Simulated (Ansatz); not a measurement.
The parent structure is HgS in the zinc blende structure (space group F-43m, No. 216).

```xyz
2
Lattice="0.0000 2.9379 2.9379 2.9379 0.0000 2.9379 2.9379 2.9379 0.0000" Properties=species:S:1:pos:R:3 pbc="T T T"
Hg     0.0000     0.0000     0.0000
S      1.4690     1.4690     1.4690
```

The values are results of Kohn–Sham DFT with the PBEsol functional, run in Ansatz (a program for electronic structure) with PAW and 420 eV plane waves, no spin-orbit coupling, not measurements.

Strains are applied to the cell and any free atomic positions relax.

One change was made to it. Results:

| quantity | base | after |
|---|---|---|
| energy relative to the base (free energy F) | 0 meV/atom | +10 meV/atom |
| pressure | 0.0 GPa | 3.1 GPa |

Q: What was done to the base?
(A) isotropic strain +3.00 %
(B) isotropic strain +2.50 %
(C) isotropic strain −1.00 %
(D) isotropic strain −1.50 %

A: D, isotropic strain −1.50 %. For comparison, the energy relative to the base in the other runs: isotropic strain +2.50 % gives +24 meV/atom; isotropic strain +3.00 % gives +34 meV/atom; isotropic strain −1.00 % gives +4.5 meV/atom.

The mesh was chosen for an insulator and is coarse for the gapless case. No phonon test of stability was made. The final runs are not spin-polarised.
